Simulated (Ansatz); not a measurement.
**rutile IrO2 (0 0 1) on zinc-blende InSb (0 0 1) (film strained to the substrate, started from cuts of the bulks and a machine-learned relaxation; slabs In4Sb4 and Ir6O12, which can lie off the formulas)**

A periodic stack without vacuum, rutile IrO2 (0 0 1) on zinc-blende InSb (0 0 1) (film strained to the substrate, started from cuts of the bulks and a machine-learned relaxation; slabs In4Sb4 and Ir6O12, which can lie off the formulas): substrate slab In4Sb4, film Ir6O12, surface cells [[1, 0], [1, 1]] and [[0, 1], [-1, 0]], film strained by +3.6 and +3.6 %, outermost planes Sb/In and IrO/IrO as cut, which need not be the usual terminations and can put a slab off its formula.

The start was prepared with a machine-learned potential, and the result is one local minimum, with the in-plane cell held and forces under 0.04 eV/Å; the film can end far from its bulk form.

Method: PBE (plane waves to 420 eV, PAW; Ansatz, a quantum-chemistry and plane-wave program). No spin–orbit coupling; the runs are not spin-polarised. Its k-point mesh 7×7×1, Fermi–Dirac width 0.05 eV.

| Quantity | Result |
|---|---|
| interface area | 22.0 Å² |
| period | 21.29 Å |
| heights between the nearest atoms of the two slabs at the two interfaces | 1.44 and 1.24 Å |
| In–Ir contacts across the interfaces within 1.22 times the sum of covalent radii | 3, mean 2.86 Å |
| Ir–Sb contacts across the interfaces within 1.22 times the sum of covalent radii | 3, mean 2.77 Å |
| In–O contacts across the interfaces within 1.22 times the sum of covalent radii | 2, mean 2.24 Å |
| O–Sb contacts across the interfaces within 1.22 times the sum of covalent radii | 2, mean 2.09 Å |

```
CELL_PARAMETERS angstrom
      4.67963     0.00024     0.36433
      0.00004     4.69342    -0.00423
      2.55091    -0.80945    21.55349
ATOMIC_POSITIONS crystal
  In 0.90464 0.02942 0.25402
  In 0.60832 0.50160 0.09027
  In 0.09879 0.09838 0.53479
  In 0.30403 0.54712 0.41044
  Sb 0.01716 0.51575 0.17590
  Sb 0.14739 0.99731 0.03400
  Sb 0.70502 0.55639 0.49686
  Sb 0.33500 0.03475 0.33252
  Ir 0.82747 0.28864 0.67712
  Ir 0.39493 0.77402 0.60249
  O  0.12952 0.98286 0.67893
  O  0.69471 0.07326 0.60660
  O  0.09566 0.46869 0.60499
  O  0.52928 0.58586 0.67944
  Ir 0.69916 0.31284 0.82407
  Ir 0.26578 0.79745 0.75005
  O  0.00394 0.00541 0.82243
  O  0.56982 0.10456 0.75073
  O  0.95960 0.49392 0.75051
  O  0.39381 0.61498 0.82282
  Ir 0.54261 0.32190 0.97580
  Ir 0.12911 0.82069 0.89517
  O  0.87405 0.02937 0.96935
  O  0.43468 0.12471 0.89461
  O  0.83135 0.52332 0.89587
  O  0.25410 0.64684 0.97051
```
